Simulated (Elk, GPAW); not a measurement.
A GPAW input for a self-consistent single point of Nb₆SnGe (Pm-3, 8 atoms in the cell) (DFT PBEsol, plane waves, GPAW PAW datasets PBEsol (made by gpaw-setup)):

```python
from ase import Atoms
from ase.units import GPa
from gpaw import GPAW

atoms = Atoms(['Nb', 'Nb', 'Nb', 'Nb', 'Nb', 'Nb', 'Sn', 'Ge'],
              cell=[[5.152526, 0.000000, 0.000000],
                    [0.000000, 5.152526, 0.000000],
                    [0.000000, 0.000000, 5.152526]],
              scaled_positions=[[0.000000, 0.500000, 0.742190],
                                [0.000000, 0.500000, 0.257810],
                                [0.742190, 0.000000, 0.500000],
                                [0.257810, 0.000000, 0.500000],
                                [0.500000, 0.742190, 0.000000],
                                [0.500000, 0.257810, 0.000000],
                                [0.000000, 0.000000, 0.000000],
                                [0.500000, 0.500000, 0.500000]],
              pbc=True)

calc = GPAW(mode={'name': 'pw', 'ecut': 550},
            xc='PBEsol',
            kpts={'size': (4, 4, 4), 'gamma': True},
            occupations={'name': 'methfessel-paxton', 'width': 0.1, 'order': 0},
            nbands=-12,
            symmetry={'symmorphic': False, 'tolerance': 0.0005},
            maxiter=120,
            txt='-')

atoms.calc = calc

energy = atoms.get_potential_energy()
print('Energy (eV):', round(energy, 6))
forces = atoms.get_forces()
print('Forces (eV/Ang):')
print(forces.round(5))
stress = atoms.get_stress()
print('Stress (GPa, Voigt):', (stress / GPa).round(4))
```

Task: Translate this input to Elk.

Result: This is the input that was run; spellings and numerical settings could be chosen otherwise.

```
tasks
  0

xctype
  22

rgkmax
  7.5

gmaxvr
  14.0

nxlo
  2

lorbcnd
  .true.

rmtscf
  0.87

lmaxi
  2

stype
  0

swidth
  0.00367493

avec
    9.7368629900    0.0000000000    0.0000000000
    0.0000000000    9.7368629900    0.0000000000
    0.0000000000    0.0000000000    9.7368629900

sppath
  'species/'

atoms
  3   : nspecies
  'Nb.in'   : spfname
  6   : natoms; atposl, bfcmt below
  0.0000000000  0.5000000000  0.7421900000    0.0 0.0 0.0
  0.0000000000  0.5000000000  0.2578100000    0.0 0.0 0.0
  0.7421900000  0.0000000000  0.5000000000    0.0 0.0 0.0
  0.2578100000  0.0000000000  0.5000000000    0.0 0.0 0.0
  0.5000000000  0.7421900000  0.0000000000    0.0 0.0 0.0
  0.5000000000  0.2578100000  0.0000000000    0.0 0.0 0.0
  'Sn.in'   : spfname
  1   : natoms; atposl, bfcmt below
  0.0000000000  0.0000000000  0.0000000000    0.0 0.0 0.0
  'Ge.in'   : spfname
  1   : natoms; atposl, bfcmt below
  0.5000000000  0.5000000000  0.5000000000    0.0 0.0 0.0

ngridk
  4 4 4
```

Basis settings and potentials, where a program has them, do not carry over. This input uses DFT, PBEsol, all-electron FP-LAPW, Elk's shipped species files, APW+lo basis with extra local orbitals.

The starting cell comes from a database of computed structures (which also holds hypothetical and non-ambient phases and stackings), without a prior relaxation at this level. For this run, on top of that: lattice scaled by 0.98.
